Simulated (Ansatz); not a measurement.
A computed series for WSe2: pressure series

The parent structure is WSe$_{2}$ in the 2H-MoS2 type structure (space group P6_3/mmc, No. 194; a = 3.231 Å, c = 12.411 Å; layered, stacked along the Cartesian z axis).

Cell and atoms are relaxed at each pressure.

The values are results of PBEsol-D3(BJ)/PAW in Ansatz (a first-principles code), without spin-orbit coupling, not measurements.

Candidates:
(a) pressure 7 GPa
(b) pressure 3 GPa
(c) pressure 15 GPa

Base values:

| Property | Result |
|---|---|
| Smallest direct gap | 1.65 eV |

Q: Order them by smallest direct gap, lowest first.

A: (c) pressure 15 GPa (0.90 eV), (a) pressure 7 GPa (1.23 eV), (b) pressure 3 GPa (1.44 eV)

Spin-orbit coupling, missing from the scalar runs, can matter with W. Load acts through the strain it causes; cell and atoms are relaxed under it. No phonon test of stability was made. No other phases were tried under pressure.
